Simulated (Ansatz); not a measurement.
Slab thickness and the (110) surface of rutile TiO2: the same face, mesh and vacuum, all atoms relaxed in the 1x1 cell under the symmetry of the ideal cut; the real face may buckle or reconstruct.

Host crystal: rutile TiO2, with a band gap (PBE, scalar-relativistic without spin-orbit coupling).

Computed with PBE (plane waves to 420 eV, PAW; Ansatz, an electronic-structure program).

```csv
atoms,thickness (Å),γ (J/m²),"work function, top face (eV)",rough cost
12,6.0,___,–,roughly 100 core-seconds
18,9.0,___,–,about 3 core-minutes (a rough figure)
24,12.7,0.33,–,around 11 core-minutes (rough)
30,15.7,0.52,–,very roughly 14 core-minutes
36,19.3,0.35,–,about 22 core-minutes (a rough figure)
48,25.9,0.36,–,about 40 core-minutes (a rough figure)
```

Problem. Complete the blanks.

Solution. 
- 12, γ (J/m²): 0.27
- 18, γ (J/m²): 0.68
